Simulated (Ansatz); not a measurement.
ZnS (R3m, No. 160, 10 atoms in the cell; start COD 9013410; the formula has other measured phases) was calculated with LDA (PAW; Ansatz, a first-principles code).

Settings: plane-wave cutoff 520 eV, 10×10×10 k mesh, Fermi–Dirac smearing 0.01 eV, scalar-relativistic PAW data made under PBE.

Cell (relaxed at this level):

```yaml
crystal:
  lattice:
    - [1.86965, 1.07945, 15.34258]
    - [-1.86965, 1.07945, 15.34258]
    - [0.00000, -2.15889, 15.34258]
  atoms:
    - { symbol: Zn, position: [0.00013, 0.00013, 0.00013] }
    - { symbol: Zn, position: [0.73341, 0.73341, 0.73341] }
    - { symbol: Zn, position: [0.46664, 0.46664, 0.46664] }
    - { symbol: Zn, position: [0.86671, 0.86671, 0.86671] }
    - { symbol: Zn, position: [0.60009, 0.60009, 0.60009] }
    - { symbol: S, position: [0.05003, 0.05003, 0.05003] }
    - { symbol: S, position: [0.78320, 0.78320, 0.78320] }
    - { symbol: S, position: [0.51656, 0.51656, 0.51656] }
    - { symbol: S, position: [0.91660, 0.91660, 0.91660] }
    - { symbol: S, position: [0.64997, 0.64997, 0.64997] }
```

Q: What does this level give for the band gap?

A: 
* **band gap**: 2.17 eV (direct)

Note: the relaxation could not lower the start's symmetry, so a distorted cell can lie lower.

The computed numbers hold no vibrational or temperature effects.
